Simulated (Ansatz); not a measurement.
The parent structure is La (space group P6_3/mmc, No. 194; a = 3.7703 Å, c = 12.0810 Å).

Level of theory: PBE/PAW in Ansatz (a first-principles code), no SOC.

One change was made to it. Results:

```json
[
 {"quantity": "volume per atom", "base": "37.18 Å³", "after": "33.45 Å³"},
 {"quantity": "c/a ratio", "base": "3.204", "after": "3.207"}
]
```

Which of these changes matches the shifts?
(A) pressure 0.3 GPa
(B) pressure 10 GPa
(C) pressure −2 GPa
(D) pressure 3 GPa

D, pressure 3 GPa. For comparison, the volume per atom in the other runs: pressure −2 GPa gives 40.59 Å³; pressure 10 GPa gives 28.14 Å³; pressure 0.3 GPa gives 36.75 Å³.

Load acts through the strain it causes; cell and atoms are relaxed under it. Whether these cells are dynamically stable was not tested. No other phases were tried under pressure.
